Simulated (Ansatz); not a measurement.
```
CELL_PARAMETERS angstrom
      2.47241     1.42745     4.47691
     -2.47241     1.42745     4.47691
      0.00000    -2.85490     4.47691
ATOMIC_POSITIONS crystal
  Li 0.30041 0.30041 0.30041
  Li 0.80041 0.80041 0.80041
  Nb 0.01418 0.01418 0.01418
  Nb 0.51418 0.51418 0.51418
  O  0.72839 0.11091 0.39640
  O  0.39640 0.72839 0.11091
  O  0.11091 0.39640 0.72839
  O  0.89640 0.61091 0.22839
  O  0.22839 0.89640 0.61091
  O  0.61091 0.22839 0.89640
```

Relaxed-ion tensors in this frame from LDA density-functional theory in Ansatz (plane waves, PAW). Proper piezoelectric stress tensor e (C/m²):

```
 0.00   0.00   0.00   0.00   2.74  -2.10
-2.10   2.10   0.00   2.74   0.00   0.00
-0.56  -0.56   0.20   0.00   0.00   0.00
```

Stiffness C (GPa):

```
 269   108   115  -0.5   0.0   0.0
 108   269   115   0.5   0.0   0.0
 115   115   290   0.0   0.0   0.0
-0.5   0.5   0.0  89.3   0.0   0.0
 0.0   0.0   0.0   0.0  89.3  -0.5
 0.0   0.0   0.0   0.0  -0.5  80.7
```

The polar cell is relaxed at 10 GPa. The structure is held there; whether it is the stable one at that pressure was not tested.

Q: Obtain the piezoelectric strain tensor d.

A: d = e S with S = C⁻¹, in pC/N:

```
  0.0    0.0    0.0    0.0   30.5  -25.8
-12.9   12.9    0.0   30.5    0.0    0.0
 -2.2   -2.2    2.5    0.0    0.0    0.0
```
Away from Γ the polar cell without biaxial strain shows no imaginary mode on a 2×2×2 mesh.

The PAW data sets were generated under PBE and serve the other functionals too.

Ansatz is an electronic-structure program.
